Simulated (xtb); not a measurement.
xtb 6.7.1, GFN1-xTB: Sn(I)3(Me) ([CH3][Sn]([I])([I])[I]), 8 atoms. The geometry is a generated start, not checked to be a minimum at this level.

| Item | Result |
|---|---|
| run flags | --grad |
| method | GFN1-xTB |
| --acc | 1 (default) |
| --etemp (K) | 300 (default) |
| basis functions | 50 |
| valence electrons | 32 |

```xyz
8

C     -1.3162    -0.2343     0.0679
Sn     0.8756     0.1554    -0.0456
I      2.0148    -1.4588    -1.9183
I      1.3244     2.7511    -0.7290
I      2.0326    -0.3370     2.3682
H     -1.4578    -1.2178     0.4978
H     -1.7569     0.5296     0.6954
H     -1.7164    -0.1882    -0.9365
```

One run each on 1 thread. Values of broydamp tried: 0.02, 0.05, 0.1, 0.2, 0.4 (default), 0.6, 0.8, 1.

Predict the course of the SCC iterations along this series.

Fewest SCC iterations, within one of each other: 0.2 with 11, 0.4 (default) with 11, 0.6 with 10, 0.8 with 11. The count rises to 16 at 0.02. All converge to one solution.

```
broydamp       SCC iterations            end
-------------  --------------  -------------
0.02                       16  same solution
0.05                       15  same solution
0.1                        13  same solution
0.2                        11  same solution
0.4 (default)              11  same solution
0.6                        10  same solution
0.8                        11  same solution
1                          13  same solution
```
